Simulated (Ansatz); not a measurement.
## Fe3Ge (Pm-3m, No. 221, 4 atoms in the cell; start mp-20344)

The numbers are results of LDA (Ansatz, a quantum-chemistry and plane-wave program, PAW), not measurements.

Run with plane-wave cutoff 520 eV, 16×16×16 k mesh, Fermi–Dirac smearing 0.05 eV, spin-polarised start, scalar-relativistic PAW data made under PBE.

Cell (relaxed at this level):

```cif
data_Fe3Ge
_chemical_formula_sum 'Fe3 Ge1'
_space_group_name_H-M_alt 'P 1'
_space_group_IT_number 1
_cell_length_a 3.53746
_cell_length_b 3.53746
_cell_length_c 3.53746
_cell_angle_alpha 90.000
_cell_angle_beta 90.000
_cell_angle_gamma 90.000
loop_
_space_group_symop_operation_xyz
  'x, y, z'
loop_
_atom_site_label
_atom_site_type_symbol
_atom_site_fract_x
_atom_site_fract_y
_atom_site_fract_z
_atom_site_occupancy
Fe1 Fe 0.00000 0.50000 0.50000 1
Fe2 Fe 0.50000 0.00000 0.50000 1
Fe3 Fe 0.50000 0.50000 0.00000 1
Ge1 Ge 0.00000 0.00000 0.00000 1
```

- band gap: none
- bulk modulus B0: 207 GPa

Note: the magnetic order was assumed, not searched for or taken from measurement; the relaxation could not lower the start's symmetry, so the cell can be a saddle point above a distorted one; the bulk modulus is −V dP/dV from two relaxed cells at ±2 % in volume.

Spin–orbit coupling is not included.

Computed values are for the static lattice.

It cost around 3 core-minutes (rough) of CPU time.

A start named mp-… is a Materials Project structure, which need not be a measured phase.
